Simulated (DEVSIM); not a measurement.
Device: In0.49Ga0.51P/GaAs p-n heterojunction, at 300 K.

Layer 1 from the left is In0.49Ga0.51P, thickness (μm) 2.00, Na (cm⁻³) 1.6e17, τn (s) 2e-8, τp (s) 2e-8. Layer 2 from the left is GaAs, thickness (μm) 0.370, Nd (cm⁻³) 1.8e17, τn (s) 2e-8, τp (s) 2e-8.

Left contact: ohmic. Right contact: ohmic. Voltage is applied to the left contact. Recombination: SRH at mid-gap, radiative. Mobility is constant in doping.

Constants are typed, rounded textbook-type inputs, not results; the design itself was drawn at random and stands for no fabricated device. Values at 300 K.

In0.49Ga0.51P: gap (eV) 1.89, affinity (eV) 4, permittivity 11.8, Nc (cm⁻³) 9e17, Nv (cm⁻³) 1.3e19, μn (cm²/Vs) 1500, μp (cm²/Vs) 80, B (cm³/s) 1e-10. GaAs: gap (eV) 1.424, affinity (eV) 4.07, permittivity 12.9, Nc (cm⁻³) 4.7e17, Nv (cm⁻³) 9e18, μn (cm²/Vs) 8500, μp (cm²/Vs) 400, B (cm³/s) 2e-10.

Model (solved in DEVSIM): 1D drift-diffusion, Boltzmann statistics, complete ionisation; no tunnelling, impact ionisation, image-force lowering or self-heating. Band offsets follow the typed affinities; no thermionic-emission limit at abrupt steps, no polarisation charge.

Problem. What does the simulation give for the largest field in the device at zero bias, the dark forward voltage at 1 A/cm², the potential step across the device at zero bias?

Solution. largest field in the device at zero bias 210000 V/cm; dark forward voltage at 1 A/cm² 1.128 V; potential step across the device at zero bias 1.682 V.
